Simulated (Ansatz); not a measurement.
Hf₃Si (model structure, started from the D03 type, Fm-3m, No. 225, 4 atoms in the cell)

Computed with PBEsol in Ansatz (plane waves, PAW).

Numerical settings: plane-wave cutoff 500 eV, 10×10×10 k mesh, Fermi–Dirac smearing 0.05 eV, scalar-relativistic PAW data made under PBE.

Cell (relaxed at this level):

Space group Fm-3m (No. 225); a = b = c = 6.6790 Å, α = β = γ = 90.00°

```tsv
atom	site	symmetry	x	y	z
Si	4a	m-3m	0.0000	0.0000	0.0000
Hf	4b	m-3m	0.5000	0.5000	0.5000
Hf	8c	-43m	0.2500	0.2500	0.2500
```
(The calculation used a cell of 4 atoms; values per cell refer to that cell.)

For Hf₃Si (model structure, started from the D03 type, Fm-3m, No. 225, 4 atoms in the cell), the band gap is zero (no gap).

Note: the relaxation could raise the start's symmetry but not lower it, so the cell can be a saddle point.

Spin–orbit coupling is not included.

Static lattice: no zero-point or thermal effects.

Cost on a shared machine: roughly 2.4 core-minutes.

A model structure was made by putting elements into a prototype or built by hand; it is no filed structure, need not be a known phase, and can be a saddle point held by its symmetry.

Ansatz is a first-principles code.
